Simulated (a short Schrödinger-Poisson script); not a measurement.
System: gated Al0.3Ga0.7As/GaAs modulation-doped gas, at 77 K.

| layer | material | thickness (nm) | Nd (cm⁻³) | Na (cm⁻³) |
|---|---|---|---|---|
| 1 | Al0.3Ga0.7As | 10 | - | - |
| 2 | Al0.3Ga0.7As | 10 | 2.3e18 | - |
| 3 | Al0.3Ga0.7As | 40 | - | - |
| 4 | GaAs | 6000 | - | 1e15 |

The device is made up for the run: typed textbook-type constants, with dimensions and the other settings drawn at random. Al0.3Ga0.7As: permittivity 12.05, conduction-band edge (eV) 0.237, gap (eV) 1.798, electron mass (mₑ) 0.0919, Nv at 300 K (cm⁻³) 9e18. GaAs: permittivity 12.9, conduction-band edge (eV) 0, gap (eV) 1.424, Nv at 300 K (cm⁻³) 9e18.

Channel valleys (confinement mass, in-plane density-of-states mass, number): Γ 0.067, 0.067, 1. At the gate the conduction-band edge of layer 1 lies 0.79 eV − eVg above the Fermi level of the channel; the field vanishes at the back. Donor level 0.05 eV below the band edge. The barrier under the gate holds no holes. Gaps are held at their typed values at every temperature. Mesh 0.08 nm at interfaces.

Solved with a short Schrödinger-Poisson script written for these runs: 1D Poisson equation in equilibrium, electrons quantum, Hartree (BenDaniel-Duke, 40 states a valley, the channel's in-plane mass for all, wave functions free to enter the barrier), parabolic valleys, classical holes, donors ionised by Fermi statistics, acceptors fully, no traps, pinning or gate leakage.

Problem. List the lowest subbands of each valley and their electrons at Vg = 0.5 V.

Solution. 
```csv
valley,subband,energy from the Fermi level (meV),electrons (cm⁻²),share (%)
Γ,0,2.0,1.03e11,96.7
Γ,1,26.6,3.35e9,3.1
Γ,2,45.5,1.94e8,0.2
```

All electrons: 1.06e11 cm⁻².
